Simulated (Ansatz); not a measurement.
## O_N in wurtzite GaN

Calculation: PBE, PAW (plane waves to 420 eV; Ansatz, a first-principles code). The supercell holds 192 host sites (4×2×3 repeats of a cell of 8 atoms), with a 2×2×2 shifted k-point sampling for the final energies. Site at the start: the N site. Finite-size correction: monopole term and site-potential alignment. Dielectric constants: PBE linear response of the host. Host gap at this level: 1.71 eV. These values are not converged in cell size to better than tenths of an eV. PBE underestimates the host's gap, which shifts levels and can delocalise carriers. Spin–orbit coupling is left out. Each state is the lowest found from its start.

Formation energies E_f are given with the Fermi level at the valence-band maximum. Chemical conditions: Ga-rich (Δμ(N) = -0.88 eV, Δμ(O) = -3.04 eV, bounded by beta Ga2O3; only phases computed here count, gases as isolated molecules at 0 K); N-rich (Δμ(N) = 0.00 eV, Δμ(O) = -2.45 eV, bounded by beta Ga2O3; only phases computed here count, gases as isolated molecules at 0 K). Reference phases: N: N2 molecule in a box, O: O2 molecule in a box.

Charges with a result: +1, 0, −1. Others weren't obtained, and one of them could lie lower, also by skipping a charge.

```json
[
 {"charge": "+1", "moment (μB)": "not spin-polarised", "largest move off a lattice site (Å)": "0.10", "image correction with alignment (eV)": "0.13", "E_f, Ga-rich (eV)": "-1.22", "E_f, N-rich (eV)": "-0.93"},
 {"charge": "0*", "moment (μB)": "quenched", "largest move off a lattice site (Å)": "0.10", "image correction with alignment (eV)": "–", "E_f, Ga-rich (eV)": "–", "E_f, N-rich (eV)": "–"},
 {"charge": "−1*", "moment (μB)": "not spin-polarised", "largest move off a lattice site (Å)": "0.09", "image correction with alignment (eV)": "–", "E_f, Ga-rich (eV)": "–", "E_f, N-rich (eV)": "–"}
]
```

* At this level the carrier isn't localised at the defect: at charge 0 electrons occupy the conduction band; at charge −1 electrons occupy the conduction band. Such a state is shallow or no state of the defect, and this cell gives it no level.

Starting moments that weren't kept: charge 0 began with 1 μB and ended with 0.0.

Flagged in the runs: a doubtful potential alignment, a host whose relaxation on this sampling wasn't shown to rest.
